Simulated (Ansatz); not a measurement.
A constructed model of the (100) surface of rock-salt TiN, a layer of W, one atom over each N (bottom of the slab: a bare face, its two planes held)

Method: PBE (plane waves to 420 eV, PAW; Ansatz, a first-principles code).

Slab: 13 atoms, 13.2 Å thick at the start with caps and adatoms (thin: gaps and levels are the slab's own); k 12x12x1, smearing 0.1 eV, dipole-corrected; 4 atoms held, the rest relaxed; held to the start's symmetry, so lower structures may exist; no spin, no spin-orbit, no U. It is one candidate, not shown to be the stable structure of the face.

```json
{
  "work_function_of_the_top_face": "4.68 eV",
  "energy_released_by_relaxation": "1.28 eV",
  "cost": "about 4 core-minutes (a rough figure)"
}
```
